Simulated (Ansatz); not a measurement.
PrF3 (P-3c1, No. 165; cell taken from a computed entry), treated with r²SCAN+rVV10 in Ansatz (plane waves, PAW).

Numerical settings: plane-wave cutoff 500 eV, 12×12×6 k mesh (along the axes of the cell as run), Fermi–Dirac smearing 0.05 eV, spin-polarised start, scalar-relativistic PAW data made under PBE.

Computed at the level's own relaxed cell.

**Question.** Predict the volume per atom, equilibrium lattice constant a and c axis length.

**Answer.** 
- volume per atom: 12.83 Å³/atom
- equilibrium lattice constant a: 7.034 Å
- c axis length: 7.189 Å

Note: the magnetic order was assumed, not searched for or taken from measurement; the relaxation could not lower the start's symmetry, so the cell can be a saddle point above a distorted one; the 4f shell is treated without U or exact exchange, so its levels and filling can be wrong.

Spin–orbit coupling is not included.

Static lattice: no zero-point or thermal effects.

Ansatz is a quantum-chemistry and plane-wave program.
